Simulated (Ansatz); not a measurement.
A hypothetical phase is included: elements placed on a structure type, which no database files for this compound.

# Evanescent states of GaN (Pm-3n, 12 atoms a cell, 14.2 Å³ an atom, -2 GPa at this level) along the normal of (111)

All values below come from r2SCAN (plane waves, PAW; Ansatz, an electronic-structure program).

The gap is the functional's own, uncorrected, and κ follows it; spin-orbit coupling is left out. Mid-gap means the computed energy nearest the middle.

Energies count from the valence-band top; κ is the least over a 6×6 mesh across the current.

```csv
E (eV),κ (1/Å),where
0.05,0.054,Γ
0.15,0.091,Γ
0.25,0.113,Γ
0.35,0.129,Γ
0.45,?,Γ
0.55,?,Γ
0.65,?,Γ
0.75,?,Γ
0.85,?,Γ
0.95,?,Γ
1.05,?,Γ
1.15,?,Γ
1.25,?,Γ
1.35,?,Γ
1.45,0.126,Γ
1.55,0.110,Γ
1.65,0.088,Γ
1.75,0.053,Γ
```

Task: Some entries are withheld; supply them.

Result: 
- 0.45, κ (1/Å): 0.141
- 0.55, κ (1/Å): 0.150
- 0.65, κ (1/Å): 0.156
- 0.75, κ (1/Å): 0.159
- 0.85, κ (1/Å): 0.161
- 0.95, κ (1/Å): 0.160
- 1.05, κ (1/Å): 0.158
- 1.15, κ (1/Å): 0.153
- 1.25, κ (1/Å): 0.147
- 1.35, κ (1/Å): 0.138
